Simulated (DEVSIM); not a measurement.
Structure: Si p+/n-/n+ power diode, at 400 K.

Layer 1 from the left is Si, thickness (μm) 1.60, Na (cm⁻³) 5.3e18, τn (s) 0.00058, τp (s) 0.00058. Layer 2 from the left is Si, thickness (μm) 32.0, Nd (cm⁻³) 1.1e15, τn (s) 0.00058, τp (s) 0.00058. Layer 3 from the left is Si, thickness (μm) 1.80, Nd (cm⁻³) 3e18, τn (s) 0.00058, τp (s) 0.00058.

Left contact: ohmic. Right contact: ohmic. Voltage is applied to the left contact. Recombination: SRH at mid-gap, Auger. Mobility is μmin + (μ − μmin)/(1 + (N/Nref)^α).

Constants are typed, rounded textbook-type inputs, not results; the design itself was drawn at random and stands for no fabricated device. Values at 300 K; Nc and Nv go as T^1.5, mobilities as T to minus their exponent, the gap by Varshni's rule with the affinity fixed.

Si: gap (eV) 1.124, affinity (eV) 4.05, permittivity 11.7, Nc (cm⁻³) 2.86e19, Nv (cm⁻³) 3.1e19, μn (cm²/Vs) 1417, μp (cm²/Vs) 470, μn,min 52, μp,min 45, Nref,n 9.7e16, Nref,p 2.2e17, αn 0.68, αp 0.72, T exponent of μn 2.3, T exponent of μp 2.2, Cn (cm⁶/s) 2.8e-31, Cp (cm⁶/s) 9.9e-32, Varshni α (eV/K) 0.000473, Varshni β (K) 636.

Simulated with DEVSIM: 1D drift-diffusion, Boltzmann statistics, complete ionisation; no tunnelling, impact ionisation, image-force lowering or self-heating.

Q: What does the simulation give for the dark forward voltage at 1 A/cm², the dark forward voltage at 100 A/cm², the potential step across the device at zero bias?

A: dark forward voltage at 1 A/cm² 0.585 V; dark forward voltage at 100 A/cm² 0.752 V; potential step across the device at zero bias 0.928 V.
